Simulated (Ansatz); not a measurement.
Take Nb4AlC3 (space group P6_3/mmc, No. 194; a = 3.121 Å, c = 24.137 Å; a cell from a computed database, its experimental status unchecked) as the base.

The values are results of PBEsol, PAW, 420 eV (Ansatz, a first-principles code; scalar-relativistic without spin-orbit coupling), not measurements.

Before the change:

| Quantity | Result |
|---|---|
| Pressure | 0.0 GPa |
| Band gap | zero |

Now apply this change: an isotropic linear strain of +1.79 %, atoms relaxed at fixed cell.

Q: Estimate the effect on the pressure and band gap.

A: The pressure (mean of the normal stresses, compression positive) goes from zero to -10.9 GPa; the band gap is still zero.

Stability against distortions was not tested. The final runs are not spin-polarised.
